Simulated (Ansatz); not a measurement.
Cu₃Sb (model structure, P6/mmm, No. 191, 4 atoms in the cell), treated with r²SCAN in Ansatz (PAW).

Run with plane-wave cutoff 560 eV, 18×18×12 k mesh (along the axes of the cell as run), Fermi–Dirac smearing 0.05 eV, no spin polarisation, scalar-relativistic PAW data made under PBE.

Cell (relaxed at this level):

```
Cu3Sb
1.0
    4.47822     0.00000     0.00000
   -2.23911     3.87825     0.00000
    0.00000     0.00000     4.89069
Sb Cu
1 3
Direct
  0.00000   0.00000   0.00000
  0.00000   0.00000   0.50000
  0.33333   0.66667   0.00000
  0.66667   0.33333   0.00000
```

Task: Estimate the bulk modulus B0 that the calculation returns.

Result: 
- bulk modulus B0: 66.1 GPa

Note: the bulk modulus is −V dP/dV from two relaxed cells at ±2 % in volume; the relaxation could raise the start's symmetry but not lower it, so the cell can be a saddle point.

Spin–orbit coupling is not included; it can open a gap where bands touch, and shift volumes and moduli.

The computed numbers hold no vibrational or temperature effects.

Computing time: around 17 core-minutes (rough).

A model structure was made by putting elements into a prototype or built by hand; it is no filed structure, need not be a known phase, and can be a saddle point held by its symmetry.

Ansatz is a first-principles code.
